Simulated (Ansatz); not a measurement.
Take SiC (space group P6_3mc, No. 186; a = 3.078 Å, c = 10.077 Å) as the base.

Levels (all Ansatz, an electronic-structure program, PAW, earlier PAW set): r2SCAN (500 eV, no spin-orbit coupling); HSE06 (420 eV, scalar-relativistic without spin-orbit coupling).

The geometry is relaxed with r2SCAN.

```
Item              Result
---------------  -------
r2SCAN band gap  2.60 eV
```

Question: What does HSE06 give at this geometry for the band gap?

Answer: The band gap increases by 0.54 eV (2.60 eV → 3.14 eV).

Single points use the geometry relaxed with r2SCAN. HSE06 was sampled on its mesh, a few special points and the semilocal edge points, so its gap is an upper bound. Stability against distortions was not tested.
